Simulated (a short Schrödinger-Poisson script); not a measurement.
Stack: MOS inversion layer, SiO2 on p-type Si(100), at 300 K.

From the gate side: 2.3 nm SiO2; 1600 nm Si, acceptors 7e16 cm⁻³.

Constants are typed, rounded textbook-type inputs, not results; the design itself was drawn at random and stands for no fabricated device. SiO2: permittivity 3.9, conduction-band edge (eV) 3.15, gap (eV) 9, electron mass (mₑ) 0.5. Si: permittivity 11.7, conduction-band edge (eV) 0, gap (eV) 1.124, Nv at 300 K (cm⁻³) 3.1e19.

Channel valleys (confinement mass, in-plane density-of-states mass, number): Δ2 0.916, 0.19, 2; Δ4 0.19, 0.417, 4. At the gate the conduction-band edge of layer 1 lies 3.63 eV − eVg above the Fermi level of the channel; the field vanishes at the back. Gaps are held at their typed values at every temperature. Mesh 0.03 nm at interfaces.

Solved with a short Schrödinger-Poisson script written for these runs: 1D Poisson equation in equilibrium, electrons quantum, Hartree (BenDaniel-Duke, 12 states a valley, the channel's in-plane mass for all, wave functions ending at the dielectric), parabolic valleys, classical holes, full ionisation, no traps, pinning or gate leakage.

```csv
Vg (V),electrons (cm⁻²),C (μF/cm²),Δ2 E0 (meV from the Fermi level),Δ4 E0 (meV from the Fermi level)
0.4,3.19e9,0.0986,213.8,244.0
0.5,7.64e10,0.370,130.1,162.1
0.6,4.39e11,0.810,81.7,117.9
0.7,1.00e12,0.990,56.6,98.0
0.8,1.64e12,1.08,40.2,86.7
0.9,2.33e12,1.13,27.9,79.2
1,3.05e12,1.16,17.9,73.7
1.1,3.78e12,1.19,9.4,69.3
1.2,4.53e12,1.21,1.9,65.8
1.3,5.29e12,1.22,-4.9,62.8
1.4,6.06e12,1.24,-11.1,60.2
1.5,6.83e12,1.25,-16.9,57.9
1.6,7.61e12,1.25,-22.4,55.8
1.7,8.40e12,1.26,-27.7,53.8
1.8,9.18e12,1.27,-32.7,52.0
1.9,9.98e12,1.27,-37.5,50.3
2,1.08e13,1.28,-42.2,48.7
```

Gate voltages with under 1e9 electrons/cm² are left out.

**Question.** At Vg = 2 V the lowest Δ2 subband lies at -42.2 meV from the Fermi level. How many electrons does it hold, and what share of all?

**Answer.** The two-dimensional density of states is g m/(πħ²) = 1.59e11 cm⁻² meV⁻¹ (both spins), kT = 25.9 meV, so n = D kT ln(1 + exp(−E/kT)) = 7.44e12 cm⁻², 0.69 of the 1.08e13 cm⁻² in all.

**Question.** Compare the slope of the sheet density between 1.8 and 2 V with the geometric capacitance of the layers between gate and channel.

**Answer.** q Δn/ΔV = 1.30 μF/cm²; ε0/Σ(t/ε) = 1.50 μF/cm². The ratio is 0.86: the channel acts as a further capacitance in series.
